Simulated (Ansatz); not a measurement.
Start from MgTe in the zinc blende structure (space group F-43m, No. 216).

```yaml
crystal:
  lattice:
    - [0.00000, 3.21965, 3.21965]
    - [3.21965, 0.00000, 3.21965]
    - [3.21965, 3.21965, 0.00000]
  atoms:
    - { symbol: Mg, position: [0.00000, 0.00000, 0.00000] }
    - { symbol: Te, position: [0.25000, 0.25000, 0.25000] }
```

Cartesian axes are those of the cell as printed.

All numbers come from plane-wave PAW DFT at the PBEsol level (Ansatz, an electronic-structure program, 420 eV), spin-orbit coupling left out.

Before the change:

The valley order is Γ 2.35 eV; X along ⟨100⟩ 2.71 eV; L along ⟨111⟩ 3.18 eV and the shortest interatomic distance comes out as 2.788 Å.

It is then changed as follows: uniaxial strain ε_zz = +1.00 %, all other strain components held at zero; the atoms relax in the strained cell.

What does the calculation give for the valley order after the change?

The valley order (the lowest conduction-band minima on the path, energy above the VBM, named in the base's zone) changes from Γ 2.35 eV; X along ⟨100⟩ 2.71 eV; L along ⟨111⟩ 3.18 eV to Γ 2.29 eV; X along [010] 2.71 eV; X along [001] 2.74 eV; L along [111] 3.14 eV.

Estimate the effect on the shortest interatomic distance.

The shortest interatomic distance goes up by 0.0093 Å (2.788 Å → 2.798 Å).

Estimate the effect on the energy relative to the base.

The energy goes up by 0.5 meV/atom.

What does the calculation give for the stress after the change?

The stress (xx, yy, zz, yz, xz, xy; compression positive) amounts to (-0.32, -0.32, -0.46, 0.00, 0.00, 0.00) GPa.

With Te present, leaving out spin-orbit coupling can change the band edges. The levels and masses belong to the bands next to the band gap. Whether these cells are dynamically stable was not tested.
